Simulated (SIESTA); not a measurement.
Input and output of a self-consistent single point for Si2W (P1, 3 atoms in the cell) (SIESTA).

Method of the run: SIESTA 5.4.2 with GGA PBE, numerical atomic orbitals DZP, PseudoDojo PBE standard norm-conserving potentials (rewritten from UPF to PSML).

The change in words: lattice scaled by 0.98. Reference geometry:
```xyz
3
Lattice="-1.6074 1.6074 3.9010 1.6074 -1.6074 3.9010 1.6074 1.6074 -3.9010" Properties=species:S:1:pos:R:3 pbc="T T T"
Si     0.0125    -0.0053     2.6159
Si    -0.0107    -0.0016     5.1995
W     -0.0018     0.0069    -0.0133
```

Reference input (self-consistent single point, DFT, GGA PBE, numerical atomic orbitals DZP, PseudoDojo PBE standard norm-conserving potentials (rewritten from UPF to PSML)): XC.functional = GGA; XC.authors = PBE; potentials = PseudoDojo PBE standard; PAO.BasisSize = DZP; PAO.EnergyShift = 0.01 Ry; MeshCutoff = 350 Ry; kgrid.MonkhorstPack = 7 7 9; OccupationFunction = FD; ElectronicTemperature = 1160.45 K; MaxSCFIterations = 150; SCF.Mixer.Method = Broyden; SCF.Mixer.Weight = 0.25. This run's input differs from it in these lines:

```diff
@@ -12,5 +12,5 @@
 %block LatticeVectors
-    -1.607365000    1.607365000    3.901030000
-     1.607365000   -1.607365000    3.901030000
-     1.607365000    1.607365000   -3.901030000
+    -1.575218000    1.575218000    3.823009000
+     1.575218000   -1.575218000    3.823009000
+     1.575218000    1.575218000   -3.823009000
 %endblock LatticeVectors
@@ -18,5 +18,5 @@
 %block AtomicCoordinatesAndAtomicSpecies
-     0.012457079   -0.005326808    2.615890281  1
-    -0.010664867   -0.001563966    5.199483934  1
-    -0.001795427    0.006890774   -0.013314215  2
+     0.012207939   -0.005220272    2.563572207  1
+    -0.010451571   -0.001532687    5.095493723  1
+    -0.001759519    0.006752960   -0.013047930  2
 %endblock AtomicCoordinatesAndAtomicSpecies
```

Output (repeated stretches shortened):

```
        iscf     Eharris(eV)        E_KS(eV)     FreeEng(eV)     dDmax    Ef(eV) dHmax(eV)
   scf:    1    -2265.581006    -2291.060816    -2291.077825  1.732079 -3.204758  9.983336
   scf:    2    -2295.203986    -2293.898091    -2293.907456  0.149249 -3.835288  2.189211
   scf:    3    -2294.026070    -2293.983336    -2293.992121  0.034209 -3.959297  0.614463
   scf:    4    -2294.012331    -2293.999938    -2294.009111  0.060842 -4.002955  0.214284
   scf:    5    -2294.000764    -2294.000882    -2294.009983  0.019646 -4.035886  0.116628
   scf:    6    -2294.001321    -2294.001328    -2294.010515  0.001958 -4.026825  0.011782
   scf:    7    -2294.001340    -2294.001335    -2294.010519  0.000178 -4.027643  0.004138
   scf:    8    -2294.001332    -2294.001333    -2294.010519  0.000098 -4.027769  0.003583
   scf:    9    -2294.001333    -2294.001333    -2294.010519  0.000067 -4.027902  0.002696
   scf:   10    -2294.001334    -2294.001334    -2294.010519  0.000047 -4.028136  0.000538
SCF Convergence by DM+H criterion
max |DM_out - DM_in|         :     0.0000467185
max |H_out - H_in|      (eV) :     0.0005375637
SCF cycle converged after 10 iterations

Using DM_out to compute the final energy and forces

siesta: E_KS(eV) =            -2294.0013

siesta: E_KS - E_eggbox =     -2294.0013

siesta: Atomic forces (eV/Ang):
     1   -0.189048    0.098681   -0.416019
     2    0.150054    0.037454    0.036969
     3    0.040226   -0.136633    0.377522
   Tot    0.001232   -0.000498   -0.001527
   Max    0.416019
   Res    0.212562    sqrt( Sum f_i^2 / 3N )
   Max    0.416019    constrained

Stress tensor Voigt[x,y,z,yz,xz,xy] (kbar):     -210.48     -210.56     -264.06        0.68       -2.17        0.69
(Free)E + p*V (eV/cell)    -2288.6021
Target enthalpy (eV/cell)    -2294.0105

   [... lines left out ...]
siesta: FreeEng =     -2294.010519
   [... lines left out ...]
siesta:    -0.131373    0.000428   -0.001353
siesta:     0.000428   -0.131420    0.000426
siesta:    -0.001353    0.000426   -0.164810

siesta: Cell volume =         37.944309 Ang**3

siesta: Pressure (static):
siesta:                Solid            Molecule  Units
siesta:           0.00155240          0.00163703  Ry/Bohr**3
siesta:           0.14253449          0.15030547  eV/Ang**3
siesta:         228.36542324        240.81590757  kBar
```

The run converged in 10 iterations. Against the reference run the free energy rises by 69.9 meV/atom, the pressure goes from 6.39 to 22.84 GPa and the largest force goes from 0.321 to 0.467 eV/Å.

The starting cell comes from a database of computed structures (which also holds hypothetical and non-ambient phases and stackings), without a prior relaxation at this level. Its atoms were displaced at random from the sites of space group no. 139. For this run, on top of that: lattice scaled by 0.98. Spin polarisation is off. Values carry the incompleteness of an atom-centred basis. With a pressure of about 23 GPa the cell is away from its equilibrium volume at this level.

Cost on one core of a shared machine: roughly 90 s.
